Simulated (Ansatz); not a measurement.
Cost and result by functional for the surface energy of the (210) surface of fcc Au in its 1x1 cell, outermost plane spacing 0.93 Å in the ideal cut, in Ansatz (plane waves, PAW). Single points on the PBE structure, on one kind of machine; costs are rough ratios of the slab run's core time (references not counted) to the cheapest single point. r2SCAN's cost holds its higher cutoff (500 against 420 eV). Differences are taken against r2SCAN for comparison alone: no measured value is at hand, so the table doesn't rank accuracy.

Set-up: 12 atoms, 10.2 Å thick at the start (thin: gaps and levels are the slab's own); mesh 10x8x1; 0.1 eV smearing; dipole correction on; all atoms relaxed; held to the part of the start's symmetry that mesh and held atoms allow; no spin, no spin-orbit, no U. These notes are the PBE run's.

```tsv
functional	relative cost	surface energy (J/m²)	less r2SCAN (J/m²)
RPBE	1	0.69	-0.42
LDA	1	1.43	0.32
PBEsol	1	1.27	0.16
r2SCAN	2	1.11	0.00
PBE (the relaxed run's value)	–	0.92	-0.18
```

The values span 0.75 J/m², while the single points' costs differ by a factor of roughly 2. Differences are of unrounded values.

Ansatz is a quantum-chemistry and plane-wave program.
